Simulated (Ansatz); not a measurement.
The reference is NiSi (space group Pnma, No. 62; non-magnetic).

```xyz
8
Lattice="5.1046 0.0000 0.0000 0.0000 3.3601 0.0000 0.0000 0.0000 5.5039" Properties=species:S:1:pos:R:3 pbc="T T T"
Ni     2.6004     0.8400     3.7807
Ni     0.0481     0.8400     4.4752
Ni     2.5042     2.5201     1.7233
Ni     5.0564     2.5201     1.0287
Si     3.4647     0.8400     0.4800
Si     0.9125     0.8400     2.2720
Si     1.6398     2.5201     5.0239
Si     4.1921     2.5201     3.2320
```

Cartesian axes are those of the cell as printed.

Calculations: PBEsol in Ansatz (plane waves to 420 eV, PAW, no spin-orbit coupling).

Strains are applied to the cell and any free atomic positions relax; under biaxial strain the out-of-plane vector relaxes too.

One change was made to it. Results:

The volume per atom drops by 0.28 Å³ to 11.52 Å³; the pressure (mean of the normal stresses, compression positive) goes from zero to 6.0 GPa; the band gap is still zero.

Question: Which change produced these results?
(A) isotropic strain −1.64 %
(B) biaxial strain +0.98 %, plane normal [001], relaxed out of plane
(C) biaxial strain −2.80 %, plane normal [001], relaxed out of plane
(D) biaxial strain −1.05 %, plane normal [001], relaxed out of plane

Answer: C, biaxial strain −2.80 %, plane normal [001], relaxed out of plane. For comparison, the pressure in the other runs: isotropic strain −1.64 % gives 10.3 GPa; biaxial strain −1.05 %, plane normal [001], relaxed out of plane gives 2.1 GPa; biaxial strain +0.98 %, plane normal [001], relaxed out of plane gives -1.9 GPa.

Without a gap, meshes like the base's 9×14×9 leave anisotropic stresses uncertain by several tenths of a GPa, and small strain energies with them. No phonon test of stability was made. Seeded moments were not kept for the base. All final runs are without spin polarisation.

Ansatz is an electronic-structure program.
